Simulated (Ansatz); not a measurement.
Consider Ti in the hcp (Mg type) structure (space group P6_3/mmc, No. 194).

Ti is modelled in the hexagonal space group P6₃/mmc (No. 194), the hcp (Mg type) structure, Pearson symbol hP2. Lattice parameters: a = 2.9359 Å, b = 2.9359 Å, c = 4.6364 Å, α = 90.00°, β = 90.00°, γ = 120.00°. Ti on 2d is coordinated by 12 Ti at 2.872–2.936 Å (anticuboctahedral). (Neighbours: up to the widest gap in distance over summed covalent radii, below 1.35, at either atom.)

Method: DFT with r2SCAN, PAW potentials and a 500 eV plane-wave cutoff in Ansatz (a quantum-chemistry and plane-wave program), no spin-orbit coupling.

Before the change:

The lattice parameter a is 2.936 Å.

Modification: every Ti is replaced by Sc, then cell and atoms are relaxed.

### Question
What does the calculation give for the lattice parameter a after the change?

### Answer
The lattice parameter a grows by 0.393 Å to 3.329 Å.

Stability against distortions was not tested. The final runs are not spin-polarised.
